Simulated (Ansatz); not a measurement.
# Worked example: self-consistent single point of VN (Fm-3m, 2 atoms in the cell) in Ansatz

Method of the run: PBEsol, default PAW files made with PBE (plane waves; Ansatz, an electronic-structure program).

The input file:

Ansatz 0.2 input:
```yaml
crystal:
  lattice:
    - [0.000000, 2.080350, 2.080350]
    - [2.080350, 0.000000, 2.080350]
    - [2.080350, 2.080350, 0.000000]
  atoms:
    - { symbol: V, position: [0.000000, 0.000000, 0.000000] }
    - { symbol: N, position: [0.500000, 0.500000, 0.500000] }
basis:
  ecutwfc: 30.9 Ry
kpoints:
  mp_grid: { grid: [14, 14, 14] }
hamiltonian:
  xc: pbesol
  pseudopotentials: { kind: paw }
scf:
  occupations: { method: gaussian, width: 0.0073 Ry }
output:
  forces: true
  eigenvalues: true
  stress: true
```

The program printed (abridged):

```
WARN ansatz: RAYON_NUM_THREADS=1 ignored (pool sized by the plan → 1); use --threads N
Pseudopotentials: kind: paw
Pseudopotential: V, paw, valence charge 13
Pseudopotential: N, paw, valence charge 5
Crystal: 2 atoms, lattice volume = 18.007 Å³
Basis set: ecut = 420.4159175005146 eV, 339 PW (Γ), exchange–correlation on 40×40×40 points (8 copies of the dense FFT grid, shifted against one another)
Bands: 13, of which v1, the nominal top of the filled ones, is band 9 counted from 1 (8 counted from 0)
Symmetry: 48 space group operations
Space group: Fm-3m (ITA 225), of the structure as read, at distance tolerance 2.6e-5 Å
k-points: 104 of 2744
PAW frozen core: V, regenerated for the run's functional, and the local potential with it
PAW frozen core: N, regenerated for the run's functional, and the local potential with it
Initial density: superposition of atomic densities (neutral atoms: chi_scale 0, normalization atom), corrected by the library's trained network
Initial wavefunctions: pseudopotential atomic-orbital guess
Eigensolver: davidson
Functional: x = pbesol(κ = 0.804, μ = 0.12345679012345678), c = pbesol(β = 0.046)
SCF iter   1: F=—  HF=-3266.033776 eV  |F-HF|=—  |Δ(HF+E_count)|=         —  Δρ=1.35e-2  dr2=2.96e-2  ethr=1.77e-3  ⟨swp⟩=4.4  Hψ=14221  notcnv=0
all-band conjugate gradients solve this SCF's bands
automatic band count: the SCF goes on with 17 bands, as 13 were too few: the levels above may hold too much charge
preconditioner: auto → none
SCF iter   2: F=—  HF=-3266.028475 eV  |F-HF|=—  |Δ(HF+E_count)|=   5.30e-3  Δρ=8.52e-3  dr2=1.36e-2  ethr=1.64e-4  ⟨swp⟩=1.9  Hψ=2946  notcnv=0
SCF iter   3: F=—  HF=-3266.025495 eV  |F-HF|=—  |Δ(HF+E_count)|=   2.98e-3  Δρ=1.21e-3  dr2=3.09e-4  ethr=7.54e-5  ⟨swp⟩=2.0  Hψ=1765  notcnv=0  defer=2
SCF iter   4: F=—  HF=-3266.025439 eV  |F-HF|=—  |Δ(HF+E_count)|=   5.64e-5  Δρ=1.35e-4  dr2=3.22e-6  ethr=1.72e-6  ⟨swp⟩=1.5  Hψ=1631  notcnv=0  defer=2
SCF iter   5: F=—  HF=-3266.025437 eV  |F-HF|=—  |Δ(HF+E_count)|=   1.33e-6  Δρ=1.31e-5  dr2=2.00e-8  ethr=1.79e-8  ⟨swp⟩=1.9  Hψ=1784  notcnv=0  defer=2
SCF iter   6: F=-3266.025437 eV  HF=-3266.025437 eV  |F-HF|=6.09e-11  |Δ(HF+E_count)|=   6.74e-9  Δρ=1.07e-6  dr2=1.31e-10  ethr=1.11e-10  ⟨swp⟩=4.6  Hψ=6830  notcnv=0
SCF 1 converged in 6 iterations: F = -3266.025437 eV  dr2 = 1.31e-10
SCF converged after 6 iterations
Free energy (F): -3266.025437 eV
Harris-Foulkes:  -3266.025437 eV  (|F-HF|=6.09e-11)
Internal energy: -3266.015615 eV  (E = F + TS)
E sigma→0 (E₀):  -3266.020526 eV
Entropy (-TS):   -0.009822 eV (-4.911 meV/atom)
Fermi energy:    17.737384 eV
--- Per-component energies (eV) ---
  E_band       = -113.796510
  E_kinetic    = 466.785627
  E_local      = -978.383475  (includes V_loc(G=0)·N_el)
  E_nonlocal   = -0.136569
  E_hartree    = 427.220571
  E_xc         = -189.553836
  E_vxc        = -241.661722  (∫ρ·V_xc dr)
  E_paw        = -1207.824730  (= ΣΔE_a)
  E_vpaw       = -214.842319  (= ΣTr[D̂ρ^β])
  E_aug_tail   = 0.000350  (compensation charges beyond the density's cutoff)
  E_ewald      = -1784.301331
  E_core_change = 0.177778  (= ΣΔE_core)
  E_smearing   = -0.009822  (= −TS)
  E_closure    = 0.000000  (closes the sum)
  Σ components = -3266.025437   (vs F -3266.025437, Δ=0.00e0)
--- Forces (eV/Å), atoms counted from 1 ---
  atom   1  V     -0.00000000    -0.00000000    -0.00000000
  atom   2  N      0.00000000     0.00000000    -0.00000000
  max |Σ_I F_I| component: 4.70e-30 eV/Å
--- Stress (GPa, compression-positive) ---
      -19.072290       0.000000       0.000000
        0.000000     -19.072290      -0.000000
        0.000000      -0.000000     -19.072290
  P = ⅓ Tr σ = -19.0723 GPa (-190.723 kbar)
  The stress holds the Pulay correction. Without it, at fixed plane waves, as pw.x and ABINIT print it: P = -19.6412 GPa
--- Band table (eV; the first three rows and the last of 104) ---
  k-point 0: bands = ["-47.4225", "-21.1777", "-21.1777", "-21.1777", "0.0156", "15.5726", "15.5726", "15.5726", "16.2463", "16.2463", "16.2463", "17.2554", "17.2554", "23.3156", "31.5587", "37.0666", "37.0666"]
  k-point 1: bands = ["-47.4192", "-21.2009", "-21.1799", "-21.1799", "0.1166", "14.8536", "15.0018", "15.0018", "16.4037", "16.4037", "16.6727", "17.8210", "17.8210", "23.5904", "31.5106", "36.9563", "36.9563"]
  k-point 2: bands = ["-47.4100", "-21.2654", "-21.1859", "-21.1859", "0.4091", "13.6695", "14.1319", "14.1319", "16.6664", "16.6664", "17.1213", "18.8638", "18.8638", "24.2604", "31.2364", "36.5176", "36.5176"]
  k-point 103: bands = ["-47.3345", "-21.4738", "-21.4210", "-21.3377", "2.2093", "11.4570", "11.8104", "11.9840", "17.4195", "18.2231", "18.9154", "19.7236", "20.4643", "29.5419", "29.8207", "30.1431", "34.2836"]
```

The run converged in 6 iterations.

The starting cell has typed, rounded lattice constants, without a prior relaxation at this level. Its lattice was rescaled by up to half a per cent. Spin polarisation is off, so a magnetic state, if there is one, cannot be reached. With a pressure of about -19 GPa the cell is away from its equilibrium volume at this level. Ansatz's pressure includes its estimate of the finite-basis (Pulay) stress. Without the estimate this run gives -19.64 GPa.
